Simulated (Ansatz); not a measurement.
**Sn (model structure, started from the C6 type, Im-3m, No. 229, 6 atoms in the cell)**

Method: PBEsol in Ansatz (plane waves, PAW).

Run with plane-wave cutoff 520 eV, 12×12×12 k mesh, Fermi–Dirac smearing 0.05 eV, scalar-relativistic PAW data made under PBE.

Cell (relaxed at this level):

```cif
data_Sn12
_chemical_formula_sum 'Sn12'
_space_group_name_H-M_alt 'Im-3m'
_space_group_IT_number 229
_space_group_name_Hall '-I 4 2 3'
_cell_length_a 8.06581
_cell_length_b 8.06581
_cell_length_c 8.06581
_cell_angle_alpha 90.000
_cell_angle_beta 90.000
_cell_angle_gamma 90.000
loop_
_atom_site_label
_atom_site_type_symbol
_atom_site_symmetry_multiplicity
_atom_site_Wyckoff_symbol
_atom_site_fract_x
_atom_site_fract_y
_atom_site_fract_z
_atom_site_occupancy
Sn1 Sn 12 d 0.00000 0.25000 0.50000 1
```
(The calculation used a cell of 6 atoms; values per cell refer to that cell.)

```
Item             Value
------------  --------
band gap          none
bulk modulus  31.9 GPa
```

Note: the bulk modulus is −V dP/dV from two relaxed cells at ±2 % in volume; the relaxation could raise the start's symmetry but not lower it, so the cell can be a saddle point.

Spin–orbit coupling is not included.

Computed values are for the static lattice.

A model structure was made by putting elements into a prototype or built by hand; it is no filed structure, need not be a known phase, and can be a saddle point held by its symmetry.

Ansatz is a quantum-chemistry and plane-wave program.
